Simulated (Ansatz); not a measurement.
The starting structures come from a database of crystals and need not be the phases stable at ambient conditions.

Here is the system:

```xyz
20
Lattice="5.0912 0.0000 0.0000 0.0000 10.1283 0.0000 2.5456 5.0642 6.0090" Properties=species:S:1:pos:R:3 pbc="T T T"
Cs     3.8765     6.3559     0.0000
Cs     3.7603     8.8366     6.0090
Cs     1.3309     8.8366     0.0000
Cs     3.7603     1.2918     0.0000
Li     2.5456     7.6948     3.0045
Li     5.0912     7.4977     3.0045
Li     2.5456    12.5619     3.0045
Li     5.0912     2.6306     3.0045
Li     2.5456    10.1283     3.0045
Li     5.0912     5.0642     3.0045
Ga     2.5456     5.0642     3.0045
Ga     5.0912    10.1283     3.0045
O      1.1820    11.3183     2.1129
O      6.4548     3.8742     3.8961
O      3.9092     8.9384     2.1129
O      3.7276     6.2542     3.8961
O      6.2732     8.9384     3.8961
O      1.3636     6.2542     2.1129
O      3.9092    11.3183     3.8961
O      3.7276     3.8742     2.1129
```

Space group of this cell: Ibam. The cell is taken as given; by r2SCAN its mean pressure is -2.8 GPa.

Transport runs along the normal of the first two printed cell vectors.

No gap correction and no spin-orbit coupling; mid-gap values are interpolated between computed energies.

Task: Give the band gap and the smallest decay constant κ at mid-gap that r2SCAN (Ansatz, a program for electronic structure) yields.

Result: Gap 4.36 eV on a 6×6×6 mesh; κ = 0.344 1/Å, at the zone centre.
